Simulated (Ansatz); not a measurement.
BiSb (R3m, No. 160, 2 atoms in the cell; start mp-1227290), treated with r²SCAN+rVV10 in Ansatz (plane waves, PAW).

Input:

Ansatz 0.2 input:
```yaml
crystal:
  lattice:
    - [2.217941357, 1.2805290395, 3.8927355204]
    - [-2.217941357, 1.2805290395, 3.8927355204]
    - [0.0, -2.5610580791, 3.8927355204]
  atoms:
    - { symbol: Sb, position: [0.766603618, 0.766603618, 0.766603618] }
    - { symbol: Bi, position: [0.233383382, 0.233383382, 0.233383382] }
basis:
  ecutwfc: 560
  ecutrho_ratio: 4
  xc_grid: 3
kpoints:
  mp_grid: { grid: [10, 10, 10] }
  band_path:
    path:
      - [0.0, 0.0, 0.0]
      - [-0.071429, -0.071429, -0.071429]
      - [-0.142857, -0.142857, -0.142857]
      - [-0.214286, -0.214286, -0.214286]
      - [-0.285714, -0.285714, -0.285714]
      - [-0.357143, -0.357143, -0.357143]
      - [-0.428571, -0.428571, -0.428571]
      - [-0.5, -0.5, -0.5]
      - [-0.5, -0.462687, -0.537313]
      - [-0.5, -0.425373, -0.574627]
      - [-0.5, -0.38806, -0.61194]
      - [-0.5, -0.350747, -0.649253]
      - [-0.5, -0.313434, -0.686566]
      - [-0.5, -0.27612, -0.72388]
      - [-0.5, -0.238807, -0.761193]
      - [-0.238807, 0.238807, -0.5]
      - [-0.199006, 0.199006, -0.5]
      - [-0.159205, 0.159205, -0.5]
      - [-0.119403, 0.119403, -0.5]
      - [-0.079602, 0.079602, -0.5]
      - [-0.039801, 0.039801, -0.5]
      - [0.0, 0.0, -0.5]
      - [0.0, 0.0, -0.4375]
      - [0.0, 0.0, -0.375]
      - [0.0, 0.0, -0.3125]
      - [0.0, 0.0, -0.25]
      - [0.0, 0.0, -0.1875]
      - [0.0, 0.0, -0.125]
      - [0.0, 0.0, -0.0625]
      - [0.0, 0.03694, -0.03694]
      - [0.0, 0.073881, -0.073881]
      - [0.0, 0.110821, -0.110821]
      - [0.0, 0.147761, -0.147761]
      - [0.0, 0.184702, -0.184702]
      - [0.0, 0.221642, -0.221642]
      - [0.0, 0.258582, -0.258582]
      - [0.0, 0.295523, -0.295523]
      - [0.0, 0.332463, -0.332463]
      - [0.0, 0.369403, -0.369403]
      - [-0.369403, 0.0, -0.630597]
      - [-0.412936, 0.0, -0.587064]
      - [-0.456468, 0.0, -0.543532]
      - [-0.5, 0.0, -0.5]
      - [-0.444444, 0.0, -0.444444]
      - [-0.388889, 0.0, -0.388889]
      - [-0.333333, 0.0, -0.333333]
      - [-0.277778, 0.0, -0.277778]
      - [-0.222222, 0.0, -0.222222]
      - [-0.166667, 0.0, -0.166667]
      - [-0.111111, 0.0, -0.111111]
      - [-0.055556, 0.0, -0.055556]
    npoints: 1
hamiltonian:
  xc: r2scan
  dispersion: rvv10
  pseudopotentials: { kind: paw }
scf:
  occupations: { method: fermi_dirac, width: 0.01 }
  convergence: { dr2_threshold: 0.0000000002 }
output:
  forces: true
  stress: true
  eigenvalues: true
  write_bands: true
```

Excerpt of the program's output:

```
Crystal: 2 atoms, lattice volume = 66.335 Å³
Basis set: ecut = 560 eV, 1989 PW (Γ), exchange–correlation on 108×108×108 points (27 copies of the dense FFT grid, shifted against one another)
Bands: 19, of which v1, the nominal top of the filled ones, is band 15 counted from 1 (14 counted from 0)
Symmetry: 6 space group operations
Space group: R3m (ITA 160), of the structure as read, at distance tolerance 4.0e-5 Å
k-points: 116 of 1000 (time reversal used)
Functional: x = r2scan, c = r2scan + rvv10(b = 11.95, C = 0.0093); τ floored in thin density (d = 2e-4 eV/Å³)
SCF iter   1: F=—  HF=-18904.920858 eV  |F-HF|=—  |Δ(HF+E_count)|=         —  Δρ=4.24e-3  dr2=6.42e-3  dr2_τ=1.74e-3
SCF iter   2: F=—  HF=-18904.931757 eV  |F-HF|=—  |Δ(HF+E_count)|=   1.09e-2  Δρ=2.01e-3  dr2=1.06e-3  dr2_τ=1.00e-4
  ...
SCF iter   8: F=—  HF=-18904.933529 eV  |F-HF|=—  |Δ(HF+E_count)|=   1.15e-8  Δρ=8.51e-7  dr2=4.61e-10  dr2_τ=1.72e-11
SCF iter   9: F=-18904.933529 eV  HF=-18904.933529 eV  |F-HF|=3.64e-12  |Δ(HF+E_count)|=  1.82e-11  Δρ=2.28e-7  dr2=2.86e-11  dr2_τ=2.44e-12
SCF 1 converged in 9 iterations: F = -18904.933529 eV  dr2 = 2.86e-11
SCF converged after 9 iterations
Free energy (F): -18904.933529 eV
Internal energy: -18904.933527 eV  (E = F + TS)
E sigma→0 (E₀):  -18904.933528 eV
Fermi energy:    9.529178 eV
--- Forces (eV/Å), atoms counted from 1 ---
  atom   1  Sb    -0.00000000    -0.00000000     0.00007125
  atom   2  Bi     0.00000000     0.00000000    -0.00007418
--- Stress (GPa, compression-positive) ---
       -0.001933      -0.000000      -0.000000
       -0.000000      -0.001933      -0.000000
       -0.000000      -0.000000       0.008249
  P = ⅓ Tr σ = 0.0015 GPa (0.015 kbar)
```

The PAW data were made under PBE.

A start named mp-… is a Materials Project structure, which need not be a measured phase.

Ansatz is a first-principles code.
